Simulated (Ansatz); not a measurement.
# HfN: strain along the normal

HfN (rock salt, Fm-3m, 11.587 Å³/atom at rest) under an equal strain ε in the (001) plane with the normal axis free, as in a coherent film. r2SCAN in Ansatz, a plane-wave DFT program (PAW, default set), 500 eV, 22×22×22 Γ-centred mesh, Fermi-Dirac smearing 0.10 eV; ions are relaxed within the symmetry of each cell.

Here s stands for strain and y for normal strain.

```
strain (%)  normal strain (%)
----------  -----------------
-1.50                    0.60
-1.00                    0.40
-0.50                    0.20
0.00                     0.00
0.50                    -0.19
1.00                    -0.38
1.50                    -0.57
3.00                        ?
```

The 7 complete rows are fitted with a straight line, y against s. Means: s 0, y 0.009. About the means, the sum of products is -2.7300 and the sum of squares of s is 7.0000; the slope is their ratio. Least squares gives y = 0.009 - 0.3900·s. Residuals (row less fit): 0.006, 0.001, -0.004, -0.009, -0.004, 0.001, 0.006; standard error 0.006 (degrees of freedom: 5). The slope, -0.39 ± 0.00, is the elastic response of the normal axis, −2C12/C11 for this plane.

Task: What does the fit predict for y at s = 3.00, and how far is the calculated value from it?

Result: y = 0.009 - 0.3900 × 3.0 = -1.161%. The calculation gives -1.12%, 0.041% above the prediction (2.4 % of the range of y in the table). The row lies outside the fitted rows, so this is an extrapolation. From the scatter of the fitted rows alone, a prediction at this place has a standard error of 0.010%, so the miss is 4.1 times that.

One order more, fitted to all 13 runs of the series, follows each within 0.01, so the miss is the next term of a smooth law. In a metal these values are sensitive to mesh and smearing; energies are taken to zero smearing, stresses follow the free energy. Rows are the converged runs of the series near zero and its far end; series whose fitted rows scatter by over a few per cent of the range, as at a crossing or softening among them, aren't shown in this form. Most that stay on the fit to the last digits aren't either.
